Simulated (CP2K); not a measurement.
## A self-consistent single point of LiCa6Ge (Fm-3m, 8 atoms in the cell) with CP2K

Level of theory: PBEsol, GPW, DZVP-MOLOPT-SR-GTH basis, GTH-PBE potentials (GTH_POTENTIALS) (CP2K).

The input file:

```
&GLOBAL
  PROJECT calc
  RUN_TYPE ENERGY_FORCE
  PRINT_LEVEL LOW
&END GLOBAL
&FORCE_EVAL
  METHOD Quickstep
  STRESS_TENSOR ANALYTICAL
  &DFT
    BASIS_SET_FILE_NAME BASIS_MOLOPT
    POTENTIAL_FILE_NAME GTH_POTENTIALS
    &QS
      METHOD GPW
      EPS_DEFAULT 1E-11
    &END QS
    &MGRID
      CUTOFF 500
      REL_CUTOFF 40
      NGRIDS 5
    &END MGRID
    &SCF
      SCF_GUESS ATOMIC
      EPS_SCF 1E-6
      MAX_SCF 100
      ADDED_MOS 12
      &DIAGONALIZATION
        ALGORITHM STANDARD
      &END DIAGONALIZATION
      &MIXING
        METHOD BROYDEN_MIXING
        ALPHA 0.3
        NBUFFER 12
        BETA 1.5
      &END MIXING
      &SMEAR ON
        METHOD GAUSSIAN
        SIGMA [eV] 0.2
      &END SMEAR
    &END SCF
    &KPOINTS
      SCHEME MONKHORST-PACK 4 4 4
      GAMMA_CENTERED T
    &END KPOINTS
    &XC
      &XC_FUNCTIONAL
        &PBE
          PARAMETRIZATION PBESOL
        &END PBE
      &END XC_FUNCTIONAL
    &END XC
    &PRINT
      &MO
        EIGENVALUES T
        OCCUPATION_NUMBERS T
        NDIGITS 8
        FILENAME mo
        &EACH
          QS_SCF 0
        &END EACH
        ADD_LAST NUMERIC
      &END MO
      &MULLIKEN OFF
      &END MULLIKEN
    &END PRINT
  &END DFT
  &SUBSYS
    &CELL
      ABC 7.20790000 7.20790043 7.20790038
      ALPHA_BETA_GAMMA 59.99999846 60.00000176 60.00000196
      PERIODIC XYZ
    &END CELL
    &COORD
      SCALED
      Li       0.50000000     0.50000000     0.50000000
      Ca       0.50000000     0.00000000     0.00000000
      Ca       0.50000000     0.00000000     0.50000000
      Ca       0.00000000     0.50000000     0.50000000
      Ca       0.00000000     0.50000000     0.00000000
      Ca       0.50000000     0.50000000     0.00000000
      Ca       0.00000000     0.00000000     0.50000000
      Ge       0.00000000     0.00000000     0.00000000
    &END COORD
    &KIND Li
      BASIS_SET DZVP-MOLOPT-SR-GTH-q3
      POTENTIAL GTH-PBE-q3
    &END KIND
    &KIND Ca
      BASIS_SET DZVP-MOLOPT-SR-GTH-q10
      POTENTIAL GTH-PBE-q10
    &END KIND
    &KIND Ge
      BASIS_SET DZVP-MOLOPT-SR-GTH-q4
      POTENTIAL GTH-PBE-q4
    &END KIND
  &END SUBSYS
  &PRINT
    &FORCES ON
    &END FORCES
    &STRESS_TENSOR ON
    &END STRESS_TENSOR
  &END PRINT
&END FORCE_EVAL
```

Output, abridged:

```
 GLOBAL| Method name                                                        CP2K
 GLOBAL| Project name                                                       calc
 GLOBAL| Run type                                                   ENERGY_FORCE

 TOTAL NUMBERS AND MAXIMUM NUMBERS

  Total number of            - Atomic kinds:                                   3
                             - Atoms:                                          8
                             - Shell sets:                                     8
                             - Shells:                                        45
                             - Primitive Cartesian functions:                 45
                             - Cartesian basis functions:                    110
                             - Spherical basis functions:                    103

  Maximum angular momentum of- Orbital basis functions:                        2
                             - Local part of the GTH pseudopotential:          6
                             - Non-local part of the GTH pseudopotential:      4

 SCF PARAMETERS         Density guess:                                    ATOMIC
                        max_scf:                                             100
                        max_diis:                                              4
                        eps_scf:                                        1.00E-06
                        eps_diis:                                       1.00E-01
                        eps_eigval:                                     1.00E-05
                        level_shift [a.u.]:                             0.000000
                        added MOs                                        12    0
                        Mixing method:                            BROYDEN_MIXING
                                                charge density mixing in g-space
                        Smear method:                                   GAUSSIAN
                        Smearing width (sigma) [a.u.]:                  7.35E-03
                        Accuracy threshold:                             1.00E-10
                        No outer SCF

 Extrapolation method: initial_guess

 Number of electrons:                                                         67
 Number of occupied orbitals:                                                 34
 Number of molecular orbitals:                                                46

 Number of orbital functions:                                                103
 Number of independent orbital functions:                                    103

 SCF WAVEFUNCTION OPTIMIZATION

  Step     Update method      Time    Convergence         Total energy    Change
     1 NoMix/Diag. 0.30E+00      -     1.56371588      -232.1625800777 -2.32E+02
     2 Broy./Diag. 0.30E+00      -     0.00626922      -230.6528963859  1.51E+00
     3 Broy./Diag. 0.30E+00      -     0.03061089      -231.0468784960 -3.94E-01
     4 Broy./Diag. 0.30E+00      -     0.00516254      -231.2819441459 -2.35E-01
     5 Broy./Diag. 0.30E+00      -     0.00542309      -231.2596038154  2.23E-02
     6 Broy./Diag. 0.30E+00      -     0.00309656      -231.2141022121  4.55E-02
     7 Broy./Diag. 0.30E+00      -     0.00163934      -231.1928490072  2.13E-02
   [... 3 lines left out ...]
    11 Broy./Diag. 0.30E+00      -     0.00000997      -231.1954553834 -9.14E-05
    12 Broy./Diag. 0.30E+00      -     0.00001497      -231.1953025149  1.53E-04
    13 Broy./Diag. 0.30E+00      -     0.00000447      -231.1953546704 -5.22E-05
    14 Broy./Diag. 0.30E+00      -     0.00000713      -231.1954391574 -8.45E-05
    15 Broy./Diag. 0.30E+00      -     0.00000085      -231.1954555053 -1.63E-05

  *** SCF run converged in    15 steps ***

  Electronic density on regular grids:        -66.9999999998        0.0000000002
  Core density on regular grids:               66.9999999995       -0.0000000005
  Total charge density on r-space grids:       -0.0000000003
  Total charge density g-space grids:          -0.0000000003

  Overlap energy of the core charge distribution:               0.00000000000000
  Self energy of the core charge distribution:               -448.69748436004772
  Core Hamiltonian energy:                                    103.45767578360019
  Hartree energy:                                             147.14517926897466
  Exchange-correlation energy:                                -33.09492297062248
  Smearing free energy correction:                             -0.00590323124221
  Fermi energy:                                                 0.16523641385827

  Total energy:                                              -231.19545550534775
  Total energy (extrapolated to sigma->0):                   -231.19250388972665

 ENERGY| Total FORCE_EVAL ( QS ) energy [hartree]           -231.195437416151236

 FORCES| Atomic forces [hartree/bohr]
 FORCES|   Atom     x               y               z               |f|
 FORCES|      1  1.41169688E-16 -5.25763065E-16 -6.26648341E-16   8.30086637E-16
 FORCES|      2  5.76766093E-16 -3.53691149E-15 -1.98510974E-14   2.01719723E-14
 FORCES|      3  1.49066294E-14  1.09507184E-14  2.71487014E-14   3.28508420E-14
 FORCES|      4 -6.60599072E-15 -6.88346374E-17 -2.19607387E-14   2.29328998E-14
 FORCES|      5  2.79412674E-15 -6.35444490E-15 -2.41300957E-14   2.51087163E-14
 FORCES|      6  7.49825532E-14 -8.67646519E-15  6.97825848E-15   7.58047520E-14
 FORCES|      7  8.75699827E-14  1.16005416E-14  1.90278607E-14   9.03611306E-14
 FORCES|      8  8.74929015E-16  1.60564785E-15 -2.02560535E-15   2.72886108E-15
 FORCES| Sum     1.75240166E-13  4.99448865E-15 -1.54393648E-14
 FORCES| Total atomic force                                       1.75989871E-13

 STRESS| Analytical stress tensor [bar]
 STRESS|                        x                   y                   z
 STRESS|      x        1.68961459704E+03   2.86814135964E-02   1.34092224297E-02
 STRESS|      y        2.86814135964E-02   1.68960464992E+03   3.28118464908E-02
 STRESS|      z        1.34092224297E-02   3.28118464908E-02   1.68957407834E+03
 STRESS| 1/3 Trace                                             1.68959777510E+03
```

The run converged in 15 iterations.

The starting cell comes from a database of computed structures (which also holds hypothetical and non-ambient phases and stackings), without a prior relaxation at this level. Values carry the incompleteness of an atom-centred basis. The potentials were made for another functional than the one used.

Cost on one core of a shared machine: roughly 40 s.
